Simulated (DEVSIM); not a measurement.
Structure: abrupt CdTe n-p junction, at 300 K.

Layer 1 from the left is CdTe, thickness (μm) 74.0, Nd (cm⁻³) 2.3e17, τn (s) 1.9e-9, τp (s) 1.9e-9. Layer 2 from the left is CdTe, thickness (μm) 210, Na (cm⁻³) 2.2e15, τn (s) 1.9e-9, τp (s) 1.9e-9.

Left contact: ohmic. Right contact: ohmic. Voltage is applied to the left contact. Recombination: SRH at mid-gap, radiative. Mobility is constant in doping.

The device is made up for the run: typed textbook-type constants, with dimensions and the other settings drawn at random. Values at 300 K.

CdTe: gap (eV) 1.5, affinity (eV) 4.28, permittivity 10.2, Nc (cm⁻³) 8e17, Nv (cm⁻³) 1.8e19, μn (cm²/Vs) 1000, μp (cm²/Vs) 80, B (cm³/s) 1e-10.

Simulated with DEVSIM: 1D drift-diffusion, Boltzmann statistics, complete ionisation; no tunnelling, impact ionisation, image-force lowering or self-heating.

What does the simulation give for the largest field in the device at zero bias, the potential step across the device at zero bias?

largest field in the device at zero bias 38000 V/cm; potential step across the device at zero bias 1.235 V.
